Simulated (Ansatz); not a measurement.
The starting structures come from a database of crystals and need not be the phases stable at ambient conditions.

By PBEsol, the system below comes out a metal.

The ballistic (Sharvin) conductance counts the channels at the Fermi level: G/A = (e²/h) × channels of both spins per area.

Here is the system:

```
Cu5Zr
1.0
    4.82465     0.00000     0.00000
    0.00000     6.82309     0.00000
    2.41233    -3.41154     2.41233
Zr Cu
1 5
Cartesian
  0.00000   0.00000   0.00000
  2.41233   5.11732   0.00000
  6.03940  -0.84681   2.41233
  1.19758   2.56473   0.00000
  2.41233   0.84681   1.21475
  4.82465   4.25836   1.19758
```

Space group of this cell: F-43m. The cell is taken as given; by PBEsol its mean pressure is -2.3 GPa.

The current flows along the normal of the first two printed cell vectors, the (110) plane of the conventional cell. No spin-orbit coupling; the value is a mean over 0.1 eV about the Fermi level.

### Question
State the ballistic conductance per area according to PBEsol (Ansatz, an electronic-structure program).

### Answer
0.70 × 10¹⁵ S/m² for both spins.
